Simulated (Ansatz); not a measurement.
Take BaCd2P2 (space group P-3m1, No. 164; a = 4.368 Å, c = 7.468 Å; a cell from a computed database, its experimental status unchecked) as the base.

The change: an isotropic linear strain of +1.65 %, atoms relaxed at fixed cell.

Levels (all Ansatz, a first-principles code, PAW): PBEsol (420 eV, no SOC); r2SCAN (500 eV, without spin-orbit coupling).

The geometry is relaxed with PBEsol.

| Property | Result |
|---|---|
| PBEsol smallest direct gap | 0.66 eV |
| PBEsol lowest conduction level above the VBM at special points | A 0.65 eV; Γ 0.66 eV; M 1.03 eV; L 1.10 eV |
| PBEsol pressure | -2.56 GPa |

Task: How does going to r2SCAN change the smallest direct gap, lowest conduction level above the VBM at special points and pressure?

Result: The smallest direct gap rises by 0.54 eV to 1.20 eV; the lowest conduction level above the VBM at special points becomes A 1.09 eV; Γ 1.20 eV; M 1.36 eV; L 1.46 eV (PBEsol: A 0.65 eV; Γ 0.66 eV; M 1.03 eV; L 1.10 eV); the pressure grows by 2.18 GPa to -0.38 GPa.

Single points use the geometry relaxed with PBEsol. Their cutoffs differ, which shifts pressures a little. Whether these cells are dynamically stable was not tested.
